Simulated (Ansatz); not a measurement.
Levels about the gap of amorphous In$_{12}$Sn$_{4}$Zn$_{10}$O$_{36}$ (62 atoms in a cell of 795 Å³, 6.44 g/cm³; zone centre alone, so wide bands show as single levels with stretches between that a denser mesh fills), at the geometry that PBE relaxed, where it gives 5.1 GPa on a denser mesh. The participation number counts the atoms over which a state spreads; weights are charges in smoothed Voronoi cells. The levels come from a single point, so bond lengths are those of that geometry. Method of the levels: r2SCAN, scalar-relativistic without spin-orbit coupling (Ansatz, a quantum-chemistry and plane-wave program). Sampling: the zone centre alone; Fermi-Dirac width 0.02 eV; no spin polarisation.

The cell was made by melting and quenching with the CHGNet potential and then relaxed with DFT. O atoms were pushed apart under 1.9 Å during the dynamics, to hinder bonds among them. The hot cell started wider than the set density and was brought back towards it in steps. It is the lowest in DFT energy of 2 quenches. It is a model cell: composition and starting density were chosen by hand, and all elements were melted together. No dispersion term was used. Its density started from a set value of 6.44 and ended at 6.44 g/cm³. The quench (nominally 880 K/ps over its main leg) was far faster than any real one, so the model tends to hold more defects than a real film. A cell of this size samples the disorder only roughly. The volume was held where the preparation left it and the shape relaxed, at a PBE pressure of 5.1 GPa. Stress components on the final sampling reach 5.2 GPa.

```tsv
E - E(highest filled), eV	filling	participation number	largest on	weight O	weight In	weight Zn	weight Sn
-0.38	filled	21.1	O, 3 neighbours	0.85	0.03	0.11	0.01
-0.35	filled	12.7	O, 3 neighbours	0.84	0.02	0.14	0.01
-0.31	filled	13.1	O, 3 neighbours	0.79	0.02	0.19	0.00
-0.19	filled	13.6	O, 3 neighbours	0.81	0.02	0.17	0.01
-0.16	filled	11.7	O, 4 neighbours	0.75	0.01	0.24	0.01
-0.08	filled	8.4	O, 3 neighbours	0.84	0.01	0.14	0.01
0.00	filled	14.9	O, 3 neighbours	0.76	0.01	0.23	0.01
1.02	empty	57.3	In, 5 neighbours	0.52	0.27	0.14	0.07
3.77	empty	33.0	In, 5 neighbours	0.60	0.26	0.04	0.10
4.14	empty	32.9	In, 5 neighbours	0.60	0.30	0.05	0.06
4.23	empty	38.8	In, 5 neighbours	0.58	0.21	0.13	0.08
4.33	empty	36.7	In, 5 neighbours	0.58	0.27	0.11	0.03
4.36	empty	34.8	In, 5 neighbours	0.58	0.22	0.09	0.11
4.57	empty	37.8	In, 5 neighbours	0.61	0.23	0.06	0.11
```

Most localised among these is the filled level at -0.08 eV, on a O atom, which has 3 neighbours (Zn 1.94 Å, Zn 1.98 Å, Sn 2.05 Å).
